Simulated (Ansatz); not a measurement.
GaAs (model structure, started from the BN type, Pm-3n, No. 223, 12 atoms in the cell), treated with LDA (PAW; Ansatz, a first-principles code).

Numerical settings: plane-wave cutoff 520 eV, 6×6×6 k mesh, Fermi–Dirac smearing 0.01 eV, scalar-relativistic PAW data made under PBE.

Cell (relaxed with PBEsol):

GaAs is modelled in the cubic space group Pm-3n (No. 223), Pearson symbol cP12. Lattice parameters: a = 6.984 Å, b = 6.984 Å, c = 6.984 Å, α = 90.00°, β = 90.00°, γ = 90.00°. Ga on 6c is surrounded by 4 As at 2.469 Å. As on 6d is coordinated by 4 Ga at 2.469 Å. (Neighbours: up to the widest gap in distance over summed covalent radii, below 1.35, at either atom; cation-cation and far metal-metal contacts left out.)

**Question.** Give the computed band gap.

**Answer.** 
* **band gap**: 0.12 eV (direct)

Note: the relaxation could raise the start's symmetry but not lower it, so the cell can be a saddle point; cell and atoms aren't relaxed at this level (pressure -1.6 GPa).

Spin–orbit coupling is not included.

The computed numbers hold no vibrational or temperature effects.

A model structure was made by putting elements into a prototype or built by hand; it is no filed structure, need not be a known phase, and can be a saddle point held by its symmetry.
